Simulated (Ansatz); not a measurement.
## What Zn on a Ga site, symmetric start does to GaSb

Base system: a 16-atom supercell of GaSb in the zinc blende structure (space group F-43m, No. 216; a = 6.214 Å) at its relaxed geometry.

Perturbation: one Ga atom is replaced by Zn, atoms relaxed at fixed cell.

Method: Ansatz (a program for electronic structure) PBE, without spin-orbit coupling. k-mesh 5×5×5 (Γ-centred); smearing 0.05 eV (Fermi–Dirac).

The pressure goes from zero to -0.3 GPa and the energy gained by relaxation amounts to 0.05 eV. The mean distance from the defect site to its nearest host atoms decreases by 0.09 bohr to 4.99 bohr.

In so small a cell the defect repeats every few ångströms: this is an ordered compound, not a dilute defect. The defect started on the symmetric site and kept its symmetry, so it may sit on a saddle. All final runs are without spin polarisation. The defect cell is not spin-polarised.
